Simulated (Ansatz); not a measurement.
Take BAs in the zinc blende structure (space group F-43m, No. 216; a = 4.768 Å) as the base.

Now apply this change: Ga replaces 25.0 % of the B, ordered in a cell of 8 atoms (starting symmetry Pmm2) and fully relaxed.

The other end (x = 1) is GaAs in the zinc blende structure (space group F-43m, No. 216): 22.65 Å³/atom, gap 0.42 eV.

Levels (all Ansatz, a program for electronic structure, PAW): PBEsol (420 eV, no spin-orbit coupling); r2SCAN (500 eV, no SOC).

The geometry is relaxed with PBEsol.

- PBEsol pressure = 0.00 GPa
- PBEsol band gap = 0.31 eV
- PBEsol width of the top valence band = 3.30 eV
- PBEsol smallest direct gap = 0.36 eV

With r2SCAN at the same geometry, the pressure goes from zero to 1.26 GPa; the band gap grows by 0.30 eV (0.31 eV → 0.61 eV); the width of the top valence band goes up by 0.11 eV, from 3.30 eV to 3.41 eV; the smallest direct gap goes up by 0.33 eV, from 0.36 eV to 0.69 eV.

Single points use the geometry relaxed with PBEsol. Their cutoffs differ, which shifts pressures a little. These are small ordered cells, not random alloys; other orderings at the same x differ. Whether these cells are dynamically stable was not tested.
